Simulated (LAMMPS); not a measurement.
System: a melt made from Cu (fcc), 256 atoms, at 1490 K and 0 GPa, brought to that temperature within a few picoseconds.

Level of theory: classical MD, pair style eam, the elements' _smf7.eam files (smf7) (LAMMPS).

```tsv
angle (°)	probability per degree, Cu-Cu-Cu
34.50	0.0000
37.50	0.0003
40.50	0.0020
43.50	0.0051
46.50	0.0088
49.50	0.0119
52.50	0.0141
55.50	0.0142
58.50	0.0135
61.50	0.0119
64.50	0.0104
67.50	0.0089
70.50	0.0077
73.50	0.0070
76.50	0.0067
79.50	0.0066
82.50	0.0068
85.50	0.0070
88.50	0.0074
91.50	0.0082
94.50	0.0087
97.50	0.0095
100.5	0.0100
103.5	0.0101
106.5	0.0104
109.5	0.0102
112.5	0.0099
115.5	0.0094
118.5	0.0090
121.5	0.0082
124.5	0.0077
127.5	0.0072
130.5	0.0066
133.5	0.0063
136.5	0.0060
139.5	0.0057
142.5	0.0053
145.5	0.0050
148.5	0.0048
151.5	0.0045
154.5	0.0041
157.5	0.0037
160.5	0.0032
163.5	0.0027
166.5	0.0024
169.5	0.0018
172.5	0.0013
175.5	0.0008
178.5	0.0003
```

The data show:
- state found: liquid
- most common Cu-Cu-Cu angle: in the 3° bin centred on 55.5° (mean of all 96°)
